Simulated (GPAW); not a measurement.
Band structure of LuGaAu (C2/m, 6 atoms in the cell).

```
CELL_PARAMETERS angstrom
      5.12507    -2.20181     0.00000
      5.12507     2.20181     0.00000
     -4.56813     0.00000     5.19143
ATOMIC_POSITIONS crystal
  Lu 0.46353 0.46353 0.70337
  Lu 0.53647 0.53647 0.29663
  Ga 0.15764 0.15764 0.10714
  Ga 0.84236 0.84236 0.89286
  Au 0.82323 0.82323 0.28650
  Au 0.17677 0.17677 0.71350
```

Level of theory: LDA (Perdew-Wang 92), GPAW PAW datasets LDA (gpaw-data 1.0.1) (plane waves; GPAW).

Settings: mode = pw; ecut = 850 eV; xc = LDA; kpts = 4 4 3; mesh shift (steps) = 0 0 0; occupations.name = fermi-dirac; occupations.width = 0.05 eV; nbands = -14; convergence.density = 1e-05 e/electron; symmetry.symmorphic = false; symmetry.tolerance = 0.0005; maxiter = 100; bandpath_npoints = 40.

The starting cell comes from a database of computed structures (which also holds hypothetical and non-ambient phases and stackings), without a prior relaxation at this level. Spin-orbit coupling is off.

Levels in eV from the Fermi level, bands 37 to 43:
```tsv
point	37	38	39	40	41	42	43
X	-0.70	-0.46	0.10	0.55	1.25	2.01	2.90
Γ	-1.23	-1.18	-0.60	-0.16	0.69	1.39	2.99
```

Bands cross the Fermi level along this path, so the cell is metallic at this level.
